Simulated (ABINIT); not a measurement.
**One base run on PbBrF (P1, 6 atoms in the cell) and variants with one or two settings moved**

```yaml
crystal:
  lattice:
    - [4.18000, 0.00000, 0.00000]
    - [0.00000, 4.18000, 0.00000]
    - [0.00000, 0.00000, 7.59000]
  atoms:
    - { symbol: Pb, position: [0.99026, 0.51236, 0.18444] }
    - { symbol: Pb, position: [0.47867, 0.97885, 0.81552] }
    - { symbol: F, position: [0.98790, 0.98104, 0.99947] }
    - { symbol: F, position: [0.51340, 0.52685, 0.00127] }
    - { symbol: Br, position: [0.01595, 0.49143, 0.64667] }
    - { symbol: Br, position: [0.51382, 0.00947, 0.35264] }
```

Base run A: ABINIT with PBEsol, PAW (JTH v2.0 PBE PAW, files made for PBE), self-consistent single point.

Its settings: pseudos = [Pb.GGA_PBE-JTH.xml, F.GGA_PBE-JTH.xml, Br.GGA_PBE-JTH.xml]; ecut = 24 Ha; pawecutdg = 48 Ha; pawxcdev = 0; ixc = -116133; occopt = 3; tsmear = 0.1 eV; ngkpt = 3 3 2; nshiftk = 1; shiftk = 0 0 0; potentials = JTH v2.0 PBE PAW; nband = 36; kptopt = 1; nstep = 50; tolvrs = 1e-10.

The starting cell comes from a database of published, mostly measured structures (it also holds non-ambient and calculated ones), without a prior relaxation at this level. Its atoms were displaced at random from the sites of space group no. 129. Spin-orbit coupling is off. The potentials were made for another functional than the one used.

ΔF is the free energy per atom less that of run A. A dash stands where there is no value to compare (another energy zero or no entropy term, no result, no spin, no clean gap, or a mesh too coarse for one). 

Runs D sample the zone with one or two k-points, far too few for so small a cell.

Runs:
- B: tolvrs: 1e-10 → default; toldfe: default → 3.7e-05 Ha
- C: shiftk: 0 0 0 → 0 0 0.5
- D: ngkpt: 3 3 2 → 1 1 1
- E: pawecutdg: 48 Ha → 24 Ha
- F: wfoptalg: default → 0
- G: pawecutdg: 48 Ha → 36 Ha
- H: iscf: default → 13
- I: tolvrs: 1e-10 → 1e-07

| run | ΔF (meV/atom) | pressure (GPa) | largest force (eV/Å) | gap on the mesh (eV) | k-points |
|---|---|---|---|---|---|
| A | 0.00 | 0.11 | 0.666 | 2.369 | 10 |
| B | 0.00 | 0.11 | 0.618 | 2.367 | 10 |
| C | -1.18 | 0.09 | 0.663 | 2.886 | 9 |
| D | 383.9 | 4.06 | 1.436 | – | 1 |
| E | -0.68 | 0.14 | 0.662 | 2.369 | 10 |
| F | 0.00 | 0.11 | 0.666 | 2.369 | 10 |
| G | -0.01 | 0.12 | 0.671 | 2.369 | 10 |
| H | 0.00 | 0.11 | 0.666 | 2.369 | 10 |
| I | 0.00 | 0.11 | 0.666 | 2.369 | 10 |

Run D against A: The free energy rises by 384 meV/atom, the pressure goes from 0.11 to 4.06 GPa and the largest force goes from 0.666 to 1.436 eV/Å.

Run C against A: The free energy falls by 1.2 meV/atom, the pressure moves little (0.11 to 0.09 GPa), the largest force moves little (0.666 to 0.663 eV/Å) and the gap on the mesh goes from 2.369 to 2.886 eV.

Run B against A: The free energy stays essentially unchanged (within 1 meV/atom), the pressure stays at 0.11 GPa, the largest force goes from 0.666 to 0.618 eV/Å and the gap on the mesh hardly changes (2.369 to 2.367 eV).
